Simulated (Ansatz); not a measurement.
The reference is SiGe in the wurtzite structure (space group P6_3mc, No. 186; a = 3.900 Å, c = 6.443 Å; a model cell, its experimental status unchecked).

The change: a hydrostatic pressure of 0.9 GPa.

Levels (all Ansatz, a quantum-chemistry and plane-wave program, PAW, earlier PAW set): PBEsol (420 eV, scalar-relativistic without spin-orbit coupling); PBEsol+SOC (420 eV, noncollinear with spin-orbit coupling).

The geometry is relaxed with PBEsol.

- PBEsol valence-band top at Γ: 0.00, 0.00, -0.33 eV
- PBEsol smallest direct gap: 0.44 eV
- PBEsol band gap: 0.33 eV

Task: Predict the valence-band top at Γ, smallest direct gap and band gap from PBEsol+SOC.

Result: The valence-band top at Γ (three highest Kramers pairs, from the VBM) becomes 0.00, -0.10, -0.42 eV (PBEsol: 0.00, 0.00, -0.33 eV); the smallest direct gap shrinks by 0.062 eV to 0.37 eV; the band gap drops by 0.06 eV (0.33 eV → 0.27 eV).

Single points use the geometry relaxed with PBEsol. Differences between runs with and without spin-orbit coupling are approximate. Load acts through the strain it causes; cell and atoms are relaxed under it. Stability against distortions was not tested. The zero or small gap of SiGe under pressure 0.9 GPa can change with the level of theory.
